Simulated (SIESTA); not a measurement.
Several settings converged on the (001) slab of Mg (cut from a parent of space group no. 166; 9 atoms in the cell)

```xyz
9
Lattice="3.1758 0.0000 0.0000 -1.5879 2.7504 0.0000 0.0000 0.0000 34.4847" Properties=species:S:1:pos:R:3 pbc="T T T"
Mg     0.0000     0.0000    24.9191
Mg     0.0000     1.8336    22.3535
Mg     0.0000     0.0000    19.8079
Mg     1.5879     0.9168     9.5656
Mg     0.0000     0.0000     7.0000
Mg     1.5879     0.9168    27.4847
Mg     0.0000     1.8336    17.2423
Mg     1.5879     0.9168    14.6767
Mg     0.0000     1.8336    12.1311
```

Base method: GGA PBEsol, numerical atomic orbitals DZP, PseudoDojo PBEsol standard norm-conserving potentials (rewritten from UPF to PSML) (SIESTA).

Base settings: XC.functional = GGA; XC.authors = PBEsol; potentials = PseudoDojo PBEsol standard; PAO.BasisSize = DZP; PAO.EnergyShift = 0.01 Ry; MeshCutoff = 300 Ry; kgrid.MonkhorstPack = 11 11 1; OccupationFunction = MP; OccupationMPOrder = 0; ElectronicTemperature = 100 meV.

Core times come from one kind of shared machine, to one figure; runs under 30 s give none.

**The vacuum**

The mesh stays at the base's, so the ladder's end is converged at best in this setting alone.

Only quantities that move along the ladder and can be compared are tabulated; forces are left out, as grid noise moves with the cell.

```csv
vacuum between outermost atoms (Å),free energy less the last step's (meV/atom)
3.0,-82.23
4.0,-31.98
5.0,-10.35
6.0,-0.44
7.0,-0.27
8.0,-1.00
10.0,-0.27
12.0,0.43
14.0,-0.84
17.0,-0.11
20.0,-0.11
25.0,-1.14
30.0,0.00
```

Smallest vacuum between outermost atoms (Å) that holds the free energy within 5 meV/atom of the last step, with all finer ones: 6.0; the step before is off by 10 meV/atom.

**The cutoff of the real-space grid**

The mesh stays at the base's, so the ladder's end is converged at best in this setting alone.

Only quantities that move along the ladder and can be compared are tabulated.

```csv
MeshCutoff,free energy less the last step's (meV/atom),largest difference of a force vector from the last step's (eV/Å),core time / last (rough)
150 Ry (152 Ry used),-54.10,0.071,–
180 Ry (193 Ry used),-42.25,0.109,–
210 Ry (210 Ry used),-39.17,0.115,–
300 Ry (301 Ry used),-12.77,0.061,0.5
360 Ry (372 Ry used),-7.45,0.045,0.5
450 Ry (471 Ry used),-3.64,0.023,0.5
600 Ry (609 Ry used),0.00,0.000,1
```

Coarsest MeshCutoff that holds the free energy within 5 meV/atom: not settled: the last two steps still differ by 3.6 meV/atom, over half the tolerance, so the ladder does not show it.

Coarsest MeshCutoff that holds the forces within 0.02 eV/Å: not settled: the last two steps still differ by 0.023 eV/Å, over half the tolerance, so the ladder does not show it.

On the base run: the starting cell comes from a database of computed structures (which also holds hypothetical and non-ambient phases and stackings), without a prior relaxation at this level. The slab is cut from that crystal, and its faces are unrelaxed. Its lattice was rescaled by up to half a per cent. Values carry the incompleteness of an atom-centred basis.

Left out of this page: 2 runs of the series outside the window shown, repeating another row's setting, or not comparable.
